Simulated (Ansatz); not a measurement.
Defect: I vacancy in zinc-blende CuI, charge state +1. Calculation: PBE, PAW (plane waves to 420 eV; Ansatz, an electronic-structure program).

64-site cell at the relaxed PBE lattice, one k-point at (0.250, 0.250, 0.250), smearing 0.01 eV, spin-restricted, no finite-size correction. No zero-point or tunnelling terms. Spin-orbit coupling is left out. The charge state is imposed; whether it is stable for some Fermi level was not computed. Forms of the defect that were not tried may lie lower.

Barriers: single points on a 2×2×2 k-point mesh shifted by half a step at the bands' geometries.

Relaxed starting cell (atoms counted from 1):

```
CELL_PARAMETERS angstrom
     12.16000     0.00000     0.00000
      0.00000    12.16000     0.00000
      0.00000     0.00000    12.16000
ATOMIC_POSITIONS crystal
  Cu 0.99930 0.99977 0.99676
  Cu 0.96236 0.96274 0.53779
  Cu 0.99916 0.50062 0.99971
  Cu 0.99942 0.50345 0.50031
  Cu 0.50019 0.99957 0.99970
  Cu 0.50300 0.99983 0.50027
  Cu 0.49984 0.50031 0.99992
  Cu 0.50011 0.50059 0.50106
  I  0.12493 0.12537 0.87595
  I  0.12491 0.62547 0.37587
  I  0.12484 0.62552 0.87596
  I  0.62503 0.12536 0.37586
  I  0.62504 0.12530 0.87594
  I  0.62507 0.62540 0.37581
  I  0.62487 0.62533 0.87583
  Cu 0.96230 0.28739 0.21340
  Cu 0.99934 0.24975 0.75396
  Cu 0.99931 0.74626 0.25024
  Cu 0.99910 0.74925 0.75111
  Cu 0.50306 0.24969 0.25027
  Cu 0.50014 0.25056 0.75108
  Cu 0.50024 0.74919 0.25010
  Cu 0.49985 0.74943 0.75077
  I  0.12797 0.37727 0.12407
  I  0.12176 0.37743 0.62796
  I  0.12165 0.87318 0.12368
  I  0.12801 0.87355 0.62783
  I  0.62511 0.37600 0.12562
  I  0.62482 0.37591 0.62636
  I  0.62467 0.87482 0.12532
  I  0.62510 0.87510 0.62647
  Cu 0.28684 0.96276 0.21330
  Cu 0.24929 0.99979 0.75395
  Cu 0.24919 0.50350 0.25018
  Cu 0.25009 0.50056 0.75109
  Cu 0.74585 0.99982 0.25017
  Cu 0.74878 0.99956 0.75112
  Cu 0.74881 0.50057 0.25007
  Cu 0.74897 0.50030 0.75075
  I  0.37691 0.12839 0.12407
  I  0.37699 0.12220 0.62797
  I  0.37558 0.62558 0.12562
  I  0.37544 0.62526 0.62639
  I  0.87283 0.12213 0.12372
  I  0.87314 0.12840 0.62783
  I  0.87439 0.62511 0.12533
  I  0.87465 0.62556 0.62645
  Cu 0.24952 0.24986 0.99684
  Cu 0.28716 0.28757 0.53793
  Cu 0.25050 0.74906 0.99956
  Cu 0.24952 0.74634 0.50035
  Cu 0.74865 0.25091 0.99958
  Cu 0.74587 0.24983 0.50049
  Cu 0.74891 0.74933 0.99988
  Cu 0.74868 0.74912 0.50137
  I  0.37704 0.37750 0.37255
  I  0.37545 0.37590 0.87578
  I  0.37692 0.87357 0.37893
  I  0.37556 0.87509 0.87605
  I  0.87310 0.37735 0.37904
  I  0.87464 0.37602 0.87605
  I  0.87277 0.87321 0.37256
  I  0.87439 0.87482 0.87565
```
Cell charge +1.

End state 1 differs by these moves (Å; atoms that move under 0.08 Å are left out):

```tsv
atom	element	Δx	Δy	Δz
2	Cu	0.45	0.40	-0.46
4	Cu	-0.45	0.41	-0.46
16	Cu	0.46	-0.46	0.41
17	Cu	-0.45	-0.45	0.41
25	I	0.00	-3.10	-3.10
32	Cu	-0.44	0.44	0.44
35	Cu	0.45	0.45	0.45
45	I	-0.01	-0.07	-0.07
48	Cu	0.00	-0.01	0.09
49	Cu	0.00	-0.91	-0.91
51	Cu	0.01	0.08	0.00
60	I	-0.01	-0.07	-0.07
```

Problem. Estimate the forward and backward barriers to end state 1 that PBE, PAW returns for this input.

Solution. forward 1.04 eV, backward 1.04 eV; at the saddle point atom 25 has neighbours Cu at 2.49, Cu at 2.64, Cu at 3.09 Å. The saddle point's order was not checked.
